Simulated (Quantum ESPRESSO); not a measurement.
Several settings converged on the (100) slab of SnO2 (cut from a parent of space group no. 58; 6 atoms in the cell)

```
SnO2
1.0
    4.88118     0.00000     0.00000
    0.00000     3.25062     0.00000
    0.00000     0.00000    18.40038
Sn O
2 4
Direct
  0.50000   0.50000   0.43475
  0.00000   0.00000   0.56525
  0.32104   0.00000   0.38043
  0.67896   0.00000   0.48908
  0.17896   0.50000   0.51092
  0.82104   0.50000   0.61957
```

Base method: LDA (PZ), GBRV 1.5 ultrasoft (LDA) pseudopotentials (plane waves; Quantum ESPRESSO).

Base settings: ecutwfc = 40 Ry; ecutrho = 200 Ry; occupations = smearing; smearing = fermi-dirac; degauss = 0.0036749 Ry; mixing_mode = local-TF; potentials = {Sn: sn_lda_v1.4.uspp.F.UPF, O: o_lda_v1.2.uspp.F.UPF}; K_POINTS = automatic 2 3 1 0 0 0; conv_thr = 1e-09 Ry; mixing_beta = 0.4.

The count of work is k-points × plane waves × bands × iterations; it is no time. Core times come from one kind of shared machine, to one figure; runs under 30 s give none.

**The vacuum**

The mesh stays at the base's, so the ladder's end is converged at best in this setting alone.

Only quantities that move along the ladder and can be compared are tabulated; the gap is left out on so coarse a mesh.

```tsv
vacuum between outermost atoms (Å)	free energy less the last step's (meV/atom)	largest difference of a force vector from the last step's (eV/Å)	count of work / last	core time / last (rough)
3.0	-15.97	0.094	0.15	–
5.0	-0.46	0.003	0.18	0.2
7.0	-0.01	0.001	0.23	0.2
14.0	0.01	0.001	0.45	0.4
30.0	0.00	0.000	1.0	1
```

Smallest vacuum between outermost atoms (Å) that holds the forces within 0.01 eV/Å of the last step, with all finer ones: 5.0, at 0.18 of the last step's count of work and about 0.2 of the last step's time; the step before is off by 0.094 eV/Å.

Smallest vacuum between outermost atoms (Å) that holds the free energy within 2 meV/atom of the last step, with all finer ones: 5.0, at 0.18 of the last step's count of work and about 0.2 of the last step's time; the step before is off by 16 meV/atom.

**The k-point mesh**

Only quantities that move along the ladder and can be compared are tabulated.

```csv
K_POINTS,free energy less the last step's (meV/atom),largest difference of a force vector from the last step's (eV/Å),gap on the mesh (eV),count of work / last,core time / last (rough)
automatic 2 2 1 0 0 0,111.00,0.307,1.275,0.057,0.1
automatic 2 3 1 0 0 0,14.61,0.047,1.169,0.060,0.1
automatic 3 5 1 0 0 0,0.63,0.003,1.201,0.086,0.2
automatic 5 7 1 0 0 0,0.04,0.001,1.184,0.17,0.3
automatic 13 19 1 0 0 0,0.00,0.000,1.174,1.0,1
```

Coarsest K_POINTS that holds the free energy within 0.5 meV/atom of the last step, with all finer ones: automatic 5 7 1 0 0 0, at 0.17 of the last step's count of work and about 0.3 of the last step's time; the step before is off by 0.63 meV/atom.

Coarsest K_POINTS that holds the forces within 0.005 eV/Å of the last step, with all finer ones: automatic 3 5 1 0 0 0, at 0.086 of the last step's count of work and about 0.2 of the last step's time; the step before is off by 0.047 eV/Å.

The gap on the mesh jumps up and down from mesh to mesh; it is no smooth measure of convergence.

**The plane-wave cutoff**

Moved along: ecutrho.

The mesh stays at the base's, so the ladder's end is converged at best in this setting alone.

Only quantities that move along the ladder and can be compared are tabulated; the gap is left out on so coarse a mesh.

```csv
ecutwfc,free energy less the last step's (meV/atom),largest difference of a force vector from the last step's (eV/Å),count of work / last,core time / last (rough)
20 Ry,3033.38,0.138,0.13,–
28 Ry,453.68,0.048,0.22,0.4
40 Ry,64.11,0.007,0.37,0.6
80 Ry,0.00,0.000,1.0,1
```

Coarsest ecutwfc that holds the free energy within 5 meV/atom: not settled: the last two steps still differ by 64 meV/atom, over half the tolerance, so the ladder does not show it.

Coarsest ecutwfc that holds the forces within 0.02 eV/Å of the last step, with all finer ones: 40 Ry, at 0.37 of the last step's count of work; the step before is off by 0.048 eV/Å.

On the base run: the starting cell comes from a database of computed structures (which also holds hypothetical and non-ambient phases and stackings), without a prior relaxation at this level. The slab is cut from that crystal, and its faces are unrelaxed. Its lattice was rescaled by up to half a per cent. Spin polarisation is off, though cut faces can carry moments; a gap of a slab can lie between surface states. In the base run, forces exceed 1 eV/Å.
